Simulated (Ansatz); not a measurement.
Base system: W in the bcc (W type) structure (space group Im-3m, No. 229; a = 3.1688 Å; relaxed with 0.1 eV smearing). Axes: x, y, z lie along the cube axes.

Computed with r2SCAN in Ansatz (plane waves to 500 eV, PAW, no spin-orbit coupling).

Before the change:

- Shortest interatomic distance = 2.744 Å
- Band gap = zero

Now apply this change: tensor shear ε_xy = +1.43 % (engineering shear γ = 0.0286); the atoms relax in the strained cell.

**Question.** Predict the new shortest interatomic distance, stress, energy relative to the base and band gap.

**Answer.** The shortest interatomic distance falls by 0.026 Å (2.744 Å → 2.718 Å); the stress (xx, yy, zz, yz, xz, xy; compression positive) amounts to (0.2, 0.2, 0.3, 0.0, 0.0, -4.3) GPa; the energy grows by 6.1 meV/atom; the band gap remains zero.

No phonon test of stability was made. The final runs are not spin-polarised.

Ansatz is a first-principles code.
